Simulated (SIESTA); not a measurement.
# A self-consistent single point of MgPd₅ (R3, 6 atoms in the cell) with SIESTA

Level of theory: GGA PBEsol, numerical atomic orbitals DZP, PseudoDojo PBEsol standard norm-conserving potentials (rewritten from UPF to PSML) in SIESTA.

This input was run:

```
# files in the folder: Mg.psml Pd.psml (PseudoDojo PBEsol standard)
SystemName  MgPd5
SystemLabel mgpd5

NumberOfAtoms                6
NumberOfSpecies              2
%block ChemicalSpeciesLabel
  1 12 Mg
  2 46 Pd
%endblock ChemicalSpeciesLabel
LatticeConstant              1.0 Ang
%block LatticeVectors
     2.415045000    1.394327000    4.572375000
    -2.415045000    1.394327000    4.572375000
     0.000000000   -2.788654000    4.572375000
%endblock LatticeVectors
AtomicCoordinatesFormat      Ang
%block AtomicCoordinatesAndAtomicSpecies
     0.000000000    0.000000000    0.049998921  1
    -0.800961749    1.387306564    6.858562500  2
    -0.800961749   -1.387306564    6.858562500  2
     1.601923499    0.000000000    6.858562500  2
    -0.000000000   -0.000000000    4.550423028  2
    -0.000000000    0.000000000    9.166701972  2
%endblock AtomicCoordinatesAndAtomicSpecies

XC.functional                GGA
XC.authors                   PBEsol
PAO.BasisSize                DZP
PAO.EnergyShift              0.01 Ry
MeshCutoff                   300 Ry
%block kgrid.MonkhorstPack
    4   0   0  0.0
    0   4   0  0.0
    0   0   4  0.0
%endblock kgrid.MonkhorstPack
OccupationFunction           MP
OccupationMPOrder            0
ElectronicTemperature        100.0 meV

MaxSCFIterations             150
SCF.Mixer.Method             Pulay
SCF.Mixer.Weight             0.2
SCF.Mixer.History            6
SCF.DM.Tolerance             1.0E-05
Diag.ParallelOverK           true
WriteForces                  true
Charge.Mulliken              end
```

Output (repeated stretches shortened):

```
reinit: Reading from file input.fdf

reinit: System Name: MgPd5
reinit: System Label: mgpd5

coor:   Atomic-coordinates input format  =     Cartesian coordinates
coor:                                          (in Angstroms)

siesta: Atomic coordinates (Bohr) and species
siesta:      0.00000   0.00000   0.09448  1        1
siesta:     -1.51360   2.62163  12.96080  2        2
siesta:     -1.51360  -2.62163  12.96080  2        3
siesta:      3.02720   0.00000  12.96080  2        4
siesta:     -0.00000  -0.00000   8.59905  2        5
siesta:     -0.00000   0.00000  17.32256  2        6

siesta: System type = bulk

initatomlists: Number of atoms, orbitals, and projectors:      6   104    98

siesta: ******************** Simulation parameters ****************************
redata: Spin configuration                          = none
redata: Time-Reversal Symmetry                      = T
redata: Number of Atomic Species                    =        2
redata: Mesh Cutoff                                 =   300.0000 Ry
redata: Net charge of the system                    =     0.0000 |e|
redata: Min. number of SCF Iter                     =        0
redata: Max. number of SCF Iter                     =      150
redata: SCF convergence failure will abort job
redata: SCF mix quantity                            = Hamiltonian
redata: Mix DM or H after convergence               =   F
redata: Recompute H after scf cycle                 =   F
redata: Mix DM in first SCF step                    =   T
redata: No kicks to SCF
redata: DM Mixing Weight for Kicks                  =     0.5000
redata: Require Harris convergence for SCF          =   F
redata: Harris energy tolerance for SCF             =     0.000100 eV
redata: Require DM convergence for SCF              =   T
redata: DM tolerance for SCF                        =     0.000010
redata: Require EDM convergence for SCF             =   F
   [... lines left out ...]
diag: Used triangular part                          = Lower
diag: Absolute tolerance                            =  0.100E-15
diag: Orthogonalization factor                      =  0.100E-05
diag: Memory factor                                 =  1.0000

superc: Internal auxiliary supercell:     5 x     5 x     5  =     125
superc: Number of atoms, orbitals, and projectors:    750  13000  12250

                        Single-point calculation

superc: Internal auxiliary supercell:     5 x     5 x     5  =     125
superc: Number of atoms, orbitals, and projectors:    750  13000  12250

outcell: Unit cell vectors (Ang):
        2.415045    1.394327    4.572375
       -2.415045    1.394327    4.572375
        0.000000   -2.788654    4.572375

outcell: Cell vector modules (Ang)   :    5.355670    5.355670    5.355670
outcell: Cell angles (23,13,12) (deg):     53.6070     53.6070     53.6070
outcell: Cell volume (Ang**3)        :     92.3811
new_DM -- step:     1
Initializing Density Matrix...

Attempting to read DM from file... Failed...
DM filled with atomic data:

InitMesh: MESH = 48 x 48 x 48 = 110592
InitMesh: Mesh cutoff (required, used) =   300.000   304.580 Ry

stepf: Methfessel-Paxton step function
       Using Hermite-Gauss polynomials of order  0
        iscf     Eharris(eV)        E_KS(eV)     FreeEng(eV)     dDmax    Ef(eV) dHmax(eV)
   scf:    1   -19931.100753   -19956.895660   -19956.926670  1.369047 -4.891450  4.608410
   scf:    2   -19952.833335   -19956.637652   -19956.677620  0.099005 -5.157651  4.770244
   scf:    3   -19957.744237   -19958.069591   -19958.106042  0.059908 -5.186378  3.622988
   scf:    4   -19958.248053   -19958.219632   -19958.255887  0.044442 -5.320355  2.240782
   scf:    5   -19958.230056   -19958.245066   -19958.280519  0.031434 -5.299975  0.291835
   scf:    6   -19958.255627   -19958.253716   -19958.289468  0.004186 -5.310009  0.057864
   [... 3 lines left out ...]
   scf:   10   -19958.253997   -19958.253996   -19958.289905  0.000098 -5.312521  0.001167
   scf:   11   -19958.253996   -19958.253997   -19958.289906  0.000145 -5.312868  0.000791
   scf:   12   -19958.253996   -19958.253996   -19958.289907  0.000020 -5.312915  0.000455
   scf:   13   -19958.253997   -19958.253997   -19958.289907  0.000022 -5.312977  0.000193
   scf:   14   -19958.253996   -19958.253997   -19958.289907  0.000006 -5.312998  0.000175
SCF Convergence by DM+H criterion
max |DM_out - DM_in|         :     0.0000060969
max |H_out - H_in|      (eV) :     0.0001745395
SCF cycle converged after 14 iterations

Using DM_out to compute the final energy and forces

siesta: E_KS(eV) =           -19958.2540

siesta: E_KS - E_eggbox =    -19958.2540

siesta: Atomic forces (eV/Ang):
     1   -0.000000    0.000000   -0.268664
     2    0.114631   -0.067664    0.093821
     3    0.001283    0.133105    0.093821
     4   -0.115914   -0.065441    0.093821
     5   -0.000000    0.000000    0.103365
     6   -0.000000   -0.000000   -0.133426
   Tot    0.000000    0.000000   -0.017261
   Max    0.268664
   Res    0.100064    sqrt( Sum f_i^2 / 3N )
   Max    0.268664    constrained

Stress tensor Voigt[x,y,z,yz,xz,xy] (kbar):       78.16       78.16       57.72        0.00       -0.00        0.00
(Free)E + p*V (eV/cell)   -19962.4038
Target enthalpy (eV/cell)   -19958.2899

siesta: Program's energy decomposition (eV):
siesta: Ebs     =     -3394.210158
siesta: Eions   =     26729.201526
siesta: Ena     =      2970.776738
siesta: Ekin    =      7085.144009
siesta: Enl     =      -344.285418
siesta: Eso     =         0.000000
siesta: Edftu   =         0.000000
siesta: DEna    =        54.881764
siesta: DUscf   =         0.819680
siesta: DUext   =         0.000000
siesta: Ex      =     -2807.660896
siesta: Ec      =      -188.728348
siesta: Exc     =     -2996.389244
siesta: Eharris =    -19958.253996
siesta: Etot    =    -19958.253997
siesta: FreeEng =    -19958.289907

siesta: Atomic forces (eV/Ang):
siesta:      1   -0.000000    0.000000   -0.268664
siesta:      2    0.114631   -0.067664    0.093821
siesta:      3    0.001283    0.133105    0.093821
siesta:      4   -0.115914   -0.065441    0.093821
siesta:      5   -0.000000    0.000000    0.103365
siesta:      6   -0.000000   -0.000000   -0.133426
siesta: ----------------------------------------
siesta:    Tot    0.000000    0.000000   -0.017261

siesta: Stress tensor (static) (eV/Ang**3):
siesta:     0.048783   -0.000000    0.000000
siesta:     0.000000    0.048783    0.000000
siesta:    -0.000000    0.000000    0.036029

   [... lines left out ...]
siesta: Cell volume =         92.381063 Ang**3
siesta:         -71.34736147        -75.42892498  kBar
   [... lines left out ...]
               5px     4dxy    4dyz    4dz2    4dxz    4dx2-y2 4dxy    4dyz
               4dz2    4dxz    4dx2-y2
   2 18.078   1.906   0.501   0.039   1.980   1.980   1.980   0.266   0.252
              0.264   1.564   1.623   1.621   1.649   1.570   0.182   0.189

              0.152   0.181   0.177
   3 18.078   1.906   0.501   0.039   1.980   1.980   1.981   0.267   0.252
              0.263   1.566   1.629   1.621   1.644   1.568   0.180   0.185

              0.152   0.186   0.179
   4 18.078   1.906   0.501   0.039   1.980   1.980   1.980   0.262   0.252
              0.269   1.571   1.657   1.621   1.616   1.563   0.177   0.182

              0.152   0.189   0.182
   5 18.128   1.896   0.570   0.003   1.980   1.978   1.980   0.242   0.267
              0.242   1.664   1.605   1.646   1.605   1.664   0.146   0.174

              0.147   0.174   0.146
   6 18.132   1.896   0.573   0.002   1.980   1.978   1.980   0.242   0.267
              0.242   1.665   1.605   1.647   1.605   1.665   0.145   0.173

              0.146   0.173   0.145

mulliken: Qtot =      100.000

Mulliken Atomic Populations:
Atom #   charge [q] valence [e]  Species
     1     0.495040    9.504960  Mg
     2    -0.078189   18.078189  Pd
     3    -0.078189   18.078189  Pd
     4    -0.078189   18.078189  Pd
     5    -0.128358   18.128358  Pd
     6    -0.132116   18.132116  Pd
 Total     0.000000
```

The run converged in 14 iterations.

The starting cell comes from a database of computed structures (which also holds hypothetical and non-ambient phases and stackings), without a prior relaxation at this level. Its lattice was rescaled by up to half a per cent. One atom was moved a little off its site on purpose. Spin polarisation is off. Values carry the incompleteness of an atom-centred basis. With a pressure of about -7 GPa the cell is away from its equilibrium volume at this level.
